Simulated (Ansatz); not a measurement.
Results of r²SCAN in Ansatz (plane waves, PAW) for Ta2Pd3Se8 (Pbam, No. 55, 26 atoms in the cell; start mp-18010).

Settings: plane-wave cutoff 560 eV, 4×4×10 k mesh (along the axes of the cell as run), Fermi–Dirac smearing 0.01 eV, scalar-relativistic PAW data made under PBE.

Cell (relaxed with PBEsol):

Space group Pbam (No. 55); a = 10.802 Å, b = 15.145 Å, c = 3.539 Å, α = β = γ = 90.00°

| atom | site | symmetry | x | y | z |
|---|---|---|---|---|---|
| Ta | 4h | ..m | 0.2035 | 0.1212 | 0.5000 |
| Pd | 4g | ..m | 0.3644 | 0.2219 | 0.0000 |
| Pd | 2a | ..2/m | 0.0000 | 0.0000 | 0.0000 |
| Se | 4h | ..m | 0.4401 | 0.1223 | 0.5000 |
| Se | 4h | ..m | 0.2350 | 0.2880 | 0.5000 |
| Se | 4g | ..m | 0.0339 | 0.1582 | 0.0000 |
| Se | 4g | ..m | 0.2738 | 0.4961 | 0.0000 |

Q: Give the computed band gap, smallest direct gap on the k points sampled and direct gap at Γ.

A: 
- band gap = 0.73 eV
- smallest direct gap on the k points sampled = 0.86 eV
- direct gap at Γ = 0.87 eV

Note: cell and atoms aren't relaxed at this level (largest force component 0.13 eV/Å, pressure 2.7 GPa).

Spin–orbit coupling is not included.

Computed values are for the static lattice.

A start named mp-… is a Materials Project structure, which need not be a measured phase.

Ansatz is a first-principles code.
